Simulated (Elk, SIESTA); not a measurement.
An Elk input for a self-consistent single point of C (Fd-3m, 2 atoms in the cell) (DFT, PBE, all-electron FP-LAPW, Elk's shipped species files, APW+lo basis with extra local orbitals):

```
tasks
  0

xctype
  20

rgkmax
  7.5

gmaxvr
  14.0

nxlo
  2

lorbcnd
  .true.

lmaxi
  3

swidth
  0.000367493

maxscl
  100

avec
    0.0000000000    3.3644211491    3.3644211491
    3.3644211491    0.0000000000    3.3644211491
    3.3644211491    3.3644211491    0.0000000000

atoms
  1
  'C.in'
  2
  0.5000000000  0.5000000000  0.5000000000    0.0 0.0 0.0
  0.7500000000  0.7500000000  0.7500000000    0.0 0.0 0.0

ngridk
  13 13 13
```

**Question.** Give the SIESTA input for the same structure, mesh, smearing and functional.

**Answer.** This is the input that was run; spellings and numerical settings could be chosen otherwise.

```
# files in the folder: C.psml (PseudoDojo PBE standard)
SystemName  C
SystemLabel c

NumberOfAtoms                2
NumberOfSpecies              1
%block ChemicalSpeciesLabel
  1 6 C
%endblock ChemicalSpeciesLabel
LatticeConstant              1.0 Bohr
%block LatticeVectors
     0.000000000    3.364421149    3.364421149
     3.364421149    0.000000000    3.364421149
     3.364421149    3.364421149    0.000000000
%endblock LatticeVectors
AtomicCoordinatesFormat      Fractional
%block AtomicCoordinatesAndAtomicSpecies
     0.500000000    0.500000000    0.500000000  1
     0.750000000    0.750000000    0.750000000  1
%endblock AtomicCoordinatesAndAtomicSpecies

XC.functional                GGA
XC.authors                   PBE
PAO.BasisSize                DZP
PAO.EnergyShift              0.005 Ry
MeshCutoff                   300 Ry
%block kgrid.MonkhorstPack
   13   0   0  0.0
    0  13   0  0.0
    0   0  13  0.0
%endblock kgrid.MonkhorstPack
OccupationFunction           FD
ElectronicTemperature        10.0 meV

MaxSCFIterations             150
SCF.Mixer.Method             Broyden
SCF.Mixer.Weight             0.25
SCF.Mixer.History            6
SCF.DM.Tolerance             1.0E-05
Diag.ParallelOverK           true
WriteForces                  true
```

Basis, cutoffs, solver keys and any potentials are the target program's own. This input uses DFT, GGA PBE, numerical atomic orbitals DZP, PseudoDojo PBE standard norm-conserving potentials (rewritten from UPF to PSML). Both were run: gap on the mesh 4.168 eV in Elk and 4.290 in SIESTA.

On Elk: the starting cell comes from a database of computed structures (which also holds hypothetical and non-ambient phases and stackings), without a prior relaxation at this level. Values depend on the basis (sphere radii, cutoffs, local orbitals), which need not be converged.

On SIESTA: the starting cell comes from a database of computed structures (which also holds hypothetical and non-ambient phases and stackings), without a prior relaxation at this level. Values carry the incompleteness of an atom-centred basis. With a pressure of about 12 GPa the cell is away from its equilibrium volume at this level.
